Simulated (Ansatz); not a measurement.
Start from CdS in the wurtzite structure (space group P6_3mc, No. 186).

```
CdS
1.0
    4.19625     0.00000     0.00000
   -2.09812     3.63406     0.00000
    0.00000     0.00000     6.82952
Cd S
2 2
Cartesian
  2.09812   1.21135   3.41318
  0.00000   2.42271   6.82793
  2.09812   1.21135   0.84161
  0.00000   2.42271   4.25637
```

Cartesian axes are those of the cell as printed.

Method: Ansatz (a quantum-chemistry and plane-wave program), PBE, PAW, cutoff 420 eV, no spin-orbit coupling.

For the base:

The valence-band top at Γ is 0.00, 0.00, -0.04 eV.

Now apply this change: uniaxial strain ε_zz = +1.20 %, all other strain components held at zero; the atoms relax in the strained cell.

**Question.** Estimate the effect on the valence-band top at Γ.

**Answer.** The valence-band top at Γ (three highest levels, from the VBM) goes from 0.00, 0.00, -0.04 eV to 0.00, 0.00, -0.08 eV.

**Question.** Predict the new energy relative to the base.

**Answer.** The energy rises by 1.0 meV/atom.

The levels and masses belong to the bands next to the band gap. Stability against distortions was not tested.
